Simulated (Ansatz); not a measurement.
A self-consistent single point of Pb (P-3m1, 2 atoms in the cell) with Ansatz (a first-principles code).

Level of theory: PBEsol, default PAW files made with PBE (plane waves; Ansatz).

The change in words: lattice scaled by 0.98; basis.ecutwfc: 420 eV → 505 eV. Reference geometry:
```
CELL_PARAMETERS angstrom
      3.45423     0.00000     0.00000
     -1.72712     2.99145     0.00000
      0.00000     0.00000     5.96740
ATOMIC_POSITIONS crystal
  Pb 0.33333 0.66667 0.25838
  Pb 0.66667 0.33333 0.75000
```

Reference input (self-consistent single point, DFT, PBEsol, plane waves, default PAW files made with PBE): basis.ecutwfc = 420 eV; kpoints.mp_grid.grid = 11 11 6; hamiltonian.xc = pbesol; hamiltonian.pseudopotentials = {kind: paw} (the program's default PAW files); scf.occupations.method = gaussian; scf.occupations.width = 0.1 eV. This run's input differs from it in these lines:

Ansatz 0.2 input:
```diff
@@ -2,5 +2,5 @@
   lattice:
-    - [3.454232, 0.000000, 0.000000]
-    - [-1.727116, 2.991453, 0.000000]
-    - [0.000000, 0.000000, 5.967403]
+    - [3.385147, 0.000000, 0.000000]
+    - [-1.692574, 2.931624, 0.000000]
+    - [0.000000, 0.000000, 5.848055]
   atoms:
@@ -9,3 +9,3 @@
 basis:
-  ecutwfc: 420.0 eV
+  ecutwfc: 505.0 eV
 kpoints:
```

Log, with long lists cut:

```
SCF iter   1: F=—  HF=-23509.855352 eV  |F-HF|=—  |Δ(HF+E_count)|=         —  Δρ=2.10e-3  dr2=2.47e-3  ethr=1.77e-3  ⟨swp⟩=6.0  Hψ=7276  notcnv=0
all-band conjugate gradients solve this SCF's bands
preconditioner: auto → Kerker (q_TF=auto, 2.416 Å⁻¹)
SCF iter   2: F=—  HF=-23509.852724 eV  |F-HF|=—  |Δ(HF+E_count)|=   2.63e-3  Δρ=1.31e-3  dr2=9.90e-4  ethr=8.84e-6  ⟨swp⟩=2.8  Hψ=3367  notcnv=0
SCF iter   3: F=—  HF=-23509.852401 eV  |F-HF|=—  |Δ(HF+E_count)|=   3.23e-4  Δρ=5.59e-4  dr2=1.15e-4  ethr=3.53e-6  ⟨swp⟩=2.0  Hψ=2653  notcnv=0
SCF iter   4: F=—  HF=-23509.852364 eV  |F-HF|=—  |Δ(HF+E_count)|=   3.68e-5  Δρ=1.44e-4  dr2=1.68e-5  ethr=4.11e-7  ⟨swp⟩=2.0  Hψ=2602  notcnv=0
SCF iter   5: F=—  HF=-23509.852356 eV  |F-HF|=—  |Δ(HF+E_count)|=   7.79e-6  Δρ=4.58e-5  dr2=2.18e-6  ethr=5.98e-8  ⟨swp⟩=2.3  Hψ=2658  notcnv=0
SCF iter   6: F=—  HF=-23509.852356 eV  |F-HF|=—  |Δ(HF+E_count)|=   5.11e-7  Δρ=9.45e-6  dr2=1.16e-7  ethr=7.78e-9  ⟨swp⟩=2.7  Hψ=2664  notcnv=0
SCF iter   7: F=-23509.852356 eV  HF=-23509.852356 eV  |F-HF|=1.54e-8  |Δ(HF+E_count)|=   2.31e-8  Δρ=5.40e-6  dr2=1.74e-8  ethr=3.57e-10  ⟨swp⟩=6.4  Hψ=5984  notcnv=0
SCF 1 converged in 7 iterations: F = -23509.852356 eV  dr2 = 1.74e-8
Free energy (F): -23509.852356 eV
Internal energy: -23509.848794 eV  (E = F + TS)
E sigma→0 (E₀):  -23509.850575 eV
Entropy (-TS):   -0.003561 eV (-1.781 meV/atom)
Fermi energy:    11.395516 eV
--- Forces (eV/Å), atoms counted from 1 ---
  atom   1  Pb    -0.00000000    -0.00000000    -0.10308454
  atom   2  Pb     0.00000000     0.00000000     0.10308454
--- Stress (GPa, compression-positive) ---
        2.924885      -0.000000      -0.000000
       -0.000000       2.924885       0.000000
       -0.000000       0.000000      -1.256117
  P = ⅓ Tr σ = 1.5312 GPa (15.312 kbar)
  The stress holds the Pulay correction. Without it, at fixed plane waves, as pw.x and ABINIT print it: P = 1.5299 GPa
```

The run converged in 7 iterations. Against the reference run the free energy stays essentially unchanged (within 1 meV/atom), the pressure goes from -1.42 to 1.53 GPa and the largest force goes from 0.073 to 0.103 eV/Å.

The starting cell comes from a database of computed structures (which also holds hypothetical and non-ambient phases and stackings), without a prior relaxation at this level. Its lattice was rescaled by up to half a per cent. One atom was moved a little off its site on purpose. For this run, on top of that: lattice scaled by 0.98. Ansatz's pressure includes its estimate of the finite-basis (Pulay) stress.
